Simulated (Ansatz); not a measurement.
Defect migration in wurtzite ZnO: O vacancy, charge state +2. The step: a nearby O atom hops onto the vacant site; the atom moves 3.27 Å along (-0.99, -1.00, 0.00) of the unit cell; the moving atom starts with neighbours Zn at 1.91, 2 Zn at 2.01, Zn at 2.02 Å and ends with Zn at 1.91, 2 Zn at 2.01, Zn at 2.02 Å. A PBE band in Ansatz (plane-wave PAW, one k-point at (0.125, 0.250, 0.250), 72 host sites, 27 SCF runs with any check of the saddle's order, static, no finite-size correction) gives a forward barrier of 1.31 eV. The saddle point's order was not checked, and it lies on a symmetry element of the cell, where a band can be held. The charge state is imposed; whether it is stable for some Fermi level was not computed. Forms of the defect that were not tried may lie lower.

Single points at the band's start and saddle point can refine it. Rough cost of one point, in units of the band's mean SCF on the same machine:

| Level | Cost of one point |
|---|---|
| PBE, a 2×2×2 k-point mesh shifted by half a step along c | about 5 |
| r2SCAN at 500 eV, one k-point at (0.125, 0.250, 0.250) | about 3 |

Problem. Which of these move the barrier by more than 0.1 eV, and how far does each move it?

Solution. PBE, a 2×2×2 k-point mesh shifted by half a step along c: +0.01 eV; r2SCAN at 500 eV, one k-point at (0.125, 0.250, 0.250): +0.26 eV. Each functional is compared with PBE at the same k-points.

Ansatz is a program for electronic structure.
